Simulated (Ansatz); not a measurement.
Start from BeS in the zinc blende structure (space group F-43m, No. 216; a = 4.7964 Å).

All numbers come from LDA (Ansatz, an electronic-structure program, PAW, no spin-orbit coupling).

For the base:

Hole mass: 0.34, 0.53, 0.53 mₑ (at Γ)
Pressure: 0.0 kbar
Width of the top valence band: 3.57 eV

Perturbation: every lattice vector is shortened by 2.00 %, atoms relaxed at fixed cell.

Predict the new hole mass.

The hole mass (degenerate bands, along [100]) becomes 0.35, 0.49, 0.49 mₑ (at Γ) (base: 0.34, 0.53, 0.53 mₑ (at Γ)).

What does the calculation give for the pressure after the change?

The pressure goes from zero to 69.3 kbar.

Estimate the effect on the energy relative to the base.

The energy rises by 17 meV/atom.

What happens to the width of the top valence band?

The width of the top valence band goes up by 0.315 eV (3.57 eV → 3.89 eV).

The levels and masses belong to the bands next to the band gap. The cells carry an imposed strain or load. Effective masses come from finite differences of ±0.01 Å⁻¹. No phonon test of stability was made.
